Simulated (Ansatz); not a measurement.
Results of PBE0 (PAW; Ansatz, an electronic-structure program) for quartz-high SiO2 (high-temperature phase).

Numerical settings: plane-wave cutoff 460 eV, 6×6×4 k mesh (along the axes of the cell as run), Fermi–Dirac smearing 0.01 eV, scalar-relativistic PAW data made under PBE.

The cell is the one relaxed with PBEsol. Conventional cell: a = 5.0809 Å, b = 5.0809 Å, c = 5.5585 Å, α = 90.00°, β = 90.00°, γ = 120.00°.

```yaml
crystal:
  lattice:
    - [5.08088, 0.00000, 0.00000]
    - [-2.54044, 4.40017, 0.00000]
    - [0.00000, 0.00000, 5.55845]
  atoms:
    - { symbol: Si, position: [0.00000, 0.50000, 0.33333] }
    - { symbol: Si, position: [0.50000, 0.00000, 0.00000] }
    - { symbol: Si, position: [0.50000, 0.50000, 0.66667] }
    - { symbol: O, position: [0.58442, 0.79221, 0.83333] }
    - { symbol: O, position: [0.79221, 0.58442, 0.50000] }
    - { symbol: O, position: [0.20779, 0.79221, 0.16667] }
    - { symbol: O, position: [0.41558, 0.20779, 0.83333] }
    - { symbol: O, position: [0.20779, 0.41558, 0.50000] }
    - { symbol: O, position: [0.79221, 0.20779, 0.16667] }
```

List the 31 lowest band energies at Γ above −25 eV (eV, relative to the valence band maximum), grouping those that round alike.

At Γ: -20.92, -19.41 (×2), -18.78, -18.76 (×2), -8.92 (×2), -5.92, -5.63, -5.52 (×2), -3.08, -2.99 (×2), -2.70, -1.76, -1.75 (×2), -1.06 (×2), -0.47 (×2), -0.19, 8.19, 11.63 (×2), 11.91 (×2), 12.80, 13.85.

Note: the run warned that its exchange threshold was loose for the stress; symmetry holds this phase in the static calculation, where it need not be a minimum; held by symmetry at 0 K, a high-temperature phase can be a saddle point; cell and atoms aren't relaxed at this level (largest force component 0.19 eV/Å, pressure -2.5 GPa).
